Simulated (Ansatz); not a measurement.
The parent structure is BAs in the zinc blende structure (space group F-43m, No. 216; a = 4.7839 Å). Axes: x, y, z lie along the cube axes.

Computed with r2SCAN, PAW, 500 eV (Ansatz, a quantum-chemistry and plane-wave program; no spin-orbit coupling).

For the base:

| Item | Value |
|---|---|
| Pressure | 0.00 GPa |
| Shortest interatomic distance | 2.071 Å |

Perturbation: biaxial strain +1.50 %, plane normal [001], relaxed out of plane (Cartesian); in-plane vectors clamped, the third vector and the atoms free.

Question: What does the calculation give for the pressure, shortest interatomic distance and ratio −ε⊥/ε∥ after the change?

Answer: The pressure (mean of the normal stresses, compression positive) goes from zero to -3.07 GPa; the shortest interatomic distance increases by 0.0160 Å to 2.088 Å; the ratio −ε⊥/ε∥ is 0.46.

Whether these cells are dynamically stable was not tested.
